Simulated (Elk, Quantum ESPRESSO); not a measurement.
An Elk input for a self-consistent single point of FeSb (P6_3/mmc, 4 atoms in the cell) (DFT, LDA (PW92), all-electron FP-LAPW, Elk's shipped species files, APW+lo basis with extra local orbitals):

```
tasks
  0

xctype
  3

spinpol
  .true.

reducebf
  0.8

rgkmax
  8.0

gmaxvr
  14.0

nxlo
  2

lorbcnd
  .true.

lmaxi
  2

nempty
  12

stype
  0

swidth
  0.00499791

avec
    7.5868908500    0.0000001143    0.0000000000
   -3.7934455239    6.5704401547    0.0000000000
    0.0000000000    0.0000000000    9.4859716114

atoms
  2   : nspecies
  'Fe.in'   : spfname
  2   : natoms; atposl, bfcmt below
  0.0000000000  0.0000000000  0.0000000000    0.0 0.0 -2.0
  0.0000000000  0.0000000000  0.5000000000    0.0 0.0 -2.0
  'Sb.in'   : spfname
  2   : natoms; atposl, bfcmt below
  0.6666666667  0.3333333333  0.2500000000    0.0 0.0 0.0
  0.3333333333  0.6666666667  0.7500000000    0.0 0.0 0.0

ngridk
  6 6 4
```

**Question.** Translate this input to Quantum ESPRESSO.

**Answer.** This is the input that was run; spellings and numerical settings could be chosen otherwise.

```fortran
&control
   calculation = 'scf'
   prefix = 'fesb'
   outdir = './work'
   pseudo_dir = './'
   tprnfor = .true.
   tstress = .true.
/
&system
   ibrav = 0
   celldm(1) = 7.5868908500
   nat = 4
   ntyp = 2
   ecutwfc = 55
   ecutrho = 330
   occupations = 'smearing'
   smearing = 'gaussian'
   degauss = 0.0099958
   nspin = 2
   starting_magnetization(1) = 0.500
/
&electrons
   conv_thr = 1.0e-11
   mixing_beta = 0.3
/
ATOMIC_SPECIES
Fe    55.8450  Fe.pz-n-kjpaw_psl.1.0.0.UPF
Sb   121.7600  Sb.pz-n-kjpaw_psl.1.0.0.UPF
CELL_PARAMETERS alat
   1.0000000000     0.0000000000     0.0000000000
  -0.5000000000     0.8660254038     0.0000000000
   0.0000000000     0.0000000000     1.2503108057
ATOMIC_POSITIONS crystal
Fe    0.0000000000    0.0000000000    0.0000000000
Fe    0.0000000000    0.0000000000    0.5000000000
Sb    0.6666666667    0.3333333333    0.2500000000
Sb    0.3333333333    0.6666666667    0.7500000000
K_POINTS automatic
6 6 4  0 0 0
```

Basis settings and potentials, where a program has them, do not carry over. This input uses DFT, LDA (PZ), plane waves, PSlibrary PAW (LDA) pseudopotentials. LDA parametrisations can differ slightly between programs. Both were run: size of the net moment 0.66 μB/atom in Elk and 0.58 in Quantum ESPRESSO.

On Elk: the starting cell comes from a database of computed structures (which also holds hypothetical and non-ambient phases and stackings), without a prior relaxation at this level. The magnetic order is the one reached from the typed start; others were not searched systematically. Values depend on the basis (sphere radii, cutoffs, local orbitals), which need not be converged.

On Quantum ESPRESSO: the starting cell comes from a database of computed structures (which also holds hypothetical and non-ambient phases and stackings), without a prior relaxation at this level. The magnetic order is the one reached from the typed start; others were not searched systematically. With a pressure of about -10 GPa the cell is away from its equilibrium volume at this level.
